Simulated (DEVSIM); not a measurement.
Structure: Ru/SiO2/p-InP capacitor, at 300 K.

Layer 1 from the left is SiO2, thickness (nm) 5.20. Layer 2 from the left is InP, thickness (nm) 1900, Na (cm⁻³) 1.1e17.

Metal gate on the left, work function 4.7 eV. Fixed charge at the semiconductor interface 0 cm⁻² (in units of +e); no interface traps.

Constants are typed, rounded textbook-type inputs, not results; the design itself was drawn at random and stands for no fabricated device. Values at 300 K.

SiO2: gap (eV) 9, affinity (eV) 0.9, permittivity 3.9. InP: gap (eV) 1.344, affinity (eV) 4.38, permittivity 12.5, Nc (cm⁻³) 5.7e17, Nv (cm⁻³) 1.1e19.

Model (solved in DEVSIM): 1D Poisson equation in equilibrium, Boltzmann statistics, complete ionisation; no quantum confinement or tunnelling. Metal contacts follow the ideal Schottky-Mott rule: no Fermi-level pinning, no interface dipoles.

What does the simulation give for the minimum of the low-frequency capacitance?

minimum of the low-frequency capacitance 0.0861 μF/cm².
